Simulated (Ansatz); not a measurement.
**What a tighter setting buys: basis.ecutwfc, Mg (P6_3/mmc, 4 atoms in the cell)**

```
CELL_PARAMETERS angstrom
      3.25307     0.00000     0.00000
     -1.62654     2.81724     0.00000
      0.00000     0.00000    10.56651
ATOMIC_POSITIONS crystal
  Mg 0.00000 0.00000 0.00000
  Mg 0.00000 0.00000 0.50000
  Mg 0.33333 0.66667 0.25000
  Mg 0.66667 0.33333 0.75000
```

Computed with revPBE, PAW files made with PBE (plane waves; Ansatz, a first-principles code).

Base settings: basis.ecutwfc = 420 eV; kpoints.mp_grid.grid = 12 12 3; hamiltonian.xc = revpbe; hamiltonian.pseudopotentials = {kind: paw} (the program's default PAW files); scf.occupations.method = fermi_dirac; scf.occupations.width = 0.05 eV.

Misses are taken against the tightest run, 840 eV, which need not be fully converged itself. The energy is the free energy per atom.

The count of work is k-points × plane waves × bands × iterations; it is no time, and leaves out set-up, grids and terms that scale otherwise. 

Ansatz's pressure holds its estimate of the finite-basis (Pulay) stress, which hides part of the cutoff error; the uncorrected pressure shows it.

The starting cell comes from a database of computed structures (which also holds hypothetical and non-ambient phases and stackings), without a prior relaxation at this level. Its lattice was rescaled by a random factor within 2.5 % of one. Ansatz's pressure includes its estimate of the finite-basis (Pulay) stress.

The runs (basis.ecutwfc): 170 eV | 210 eV | 250 eV | 295 eV | 335 eV | 380 eV | 420 eV | 485 eV | 545 eV | 630 eV | 735 eV | 840 eV.

Question: Which is the coarsest setting among those run that, with all tighter ones, holds the energy within 10 meV/atom of the reference, and what does it save?

Answer: 335 eV, off by 4.3 meV/atom; it needs 0.25 of the reference's count of work.

Question: Which is the coarsest setting among those run that, with all tighter ones, holds the energy within 2 meV/atom of the reference, and what does it save?

Answer: 380 eV, off by 0.77 meV/atom; it needs 0.30 of the reference's count of work.

Question: What does the step from 170 eV to 420 eV buy?

Answer: It takes the miss in the energy from 7500 to 0.62 meV/atom, for 3.9 times the count of work.

| basis.ecutwfc | energy less reference (meV/atom) | pressure less reference (GPa) | uncorrected pressure less reference (GPa) | count of work / reference |
|---|---|---|---|---|
| 170 eV | 7507.59 | -1.43 | -230.16 | 0.093 |
| 210 eV | 1461.45 | -0.19 | -55.23 | 0.14 |
| 250 eV | 277.73 | 0.11 | -13.10 | 0.14 |
| 295 eV | 35.75 | 0.02 | -2.25 | 0.21 |
| 335 eV | 4.30 | 0.01 | -0.34 | 0.25 |
| 380 eV | 0.77 | 0.00 | -0.01 | 0.30 |
| 420 eV | 0.62 | 0.00 | -0.01 | 0.36 |
| 485 eV | 0.23 | 0.00 | -0.01 | 0.44 |
| 545 eV | 0.08 | 0.00 | 0.00 | 0.52 |
| 630 eV | 0.05 | 0.00 | 0.00 | 0.66 |
| 735 eV | 0.01 | 0.00 | 0.00 | 0.82 |
| 840 eV | 0.00 | 0.00 | 0.00 | 1.0 |

Keys are those of Ansatz 0.2.
